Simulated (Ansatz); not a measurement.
Defects in rutile-type MgF2: Mg vacancy, charge -2; interstitial Mg, charge +2; F vacancy, charge +1. All values below come from PBE, PAW (plane waves to 420 eV; Ansatz, a first-principles code).

Barriers are those of the lowest checked hop between equivalent sites, from the lowest site run (climbing-image NEB, static, fixed cells, no finite-size terms; on the finer meshes named, energies are single points at the band's geometries). One hop need not carry long-range diffusion, and untried routes could be lower. Saddle orders were checked for a part of the study's bands only and are not shown. Vacancies start on their lattice site; split forms were not set up. Charge states are imposed.

Q: For which of them does this lowest hop between equivalent sites lie under 1.0 eV?

A: interstitial Mg, charge +2 (0.45 eV); F vacancy, charge +1 (0.54 eV). The rest lie higher: Mg vacancy, charge -2 (1.22 eV).
